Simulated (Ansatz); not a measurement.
The reference is ZnGeP$_{2}$ in the chalcopyrite structure (space group I-42d, No. 122; a = 5.424 Å, c = 10.710 Å). Axes: x, y, z lie along a, b, c of the conventional cell.

Level of theory: PBEsol (Ansatz, an electronic-structure program), no SOC.

Before the change:

- Band gap = 1.07 eV
- Valence-band top at Γ = 0.00, -0.07, -0.07 eV

Modification: the cell is stretched by 0.75 % along z with no lateral relaxation, atoms relaxed at fixed cell.

**Question.** Estimate the effect on the band gap and valence-band top at Γ.

**Answer.** The band gap increases by 0.02 eV, from 1.07 eV to 1.09 eV; the valence-band top at Γ (three highest levels, from the VBM) changes from 0.00, -0.07, -0.07 eV to 0.00, -0.03, -0.03 eV.

The cells carry an imposed strain or load. No phonon test of stability was made.
